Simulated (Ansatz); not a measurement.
The starting structures come from a database of crystals and need not be the phases stable at ambient conditions.

Here is the system:

```
BiPbVO5
1.0
    7.17263     0.00000     0.00000
   -2.09204     6.90429     0.00000
    0.71884     2.46624     5.09691
V Bi Pb O
2 2 2 10
Direct
  0.34802   0.65176   0.65536
  0.65198   0.34824   0.34464
  0.74486   0.96962   0.08052
  0.25514   0.03038   0.91948
  0.11467   0.31351   0.31825
  0.88533   0.68649   0.68175
  0.99852   0.01918   0.75869
  0.00148   0.98082   0.24131
  0.79269   0.28412   0.13656
  0.20731   0.71588   0.86344
  0.69163   0.61655   0.16351
  0.30837   0.38345   0.83649
  0.39599   0.19122   0.45152
  0.60401   0.80878   0.54848
  0.25264   0.68636   0.39279
  0.74736   0.31364   0.60721
```

Space group of this cell: P-1. The cell is taken as given; by PBEsol its mean pressure is -1.6 GPa.

Transport runs along the normal of the first two printed cell vectors.

The gap is the functional's own. No spin-orbit coupling. Mid-gap values are interpolated on the energy grid.

Question: Compute, with PBEsol in Ansatz (a program for electronic structure), the band gap and the smallest decay constant κ at mid-gap.

Answer: Gap 2.72 eV on a 6×6×6 mesh; κ = 0.339 1/Å, at (-0.333, 0.333) of the in-plane reciprocal vectors. At the zone centre, at the nearest computed energy, the slowest state has κ = 0.39 1/Å.
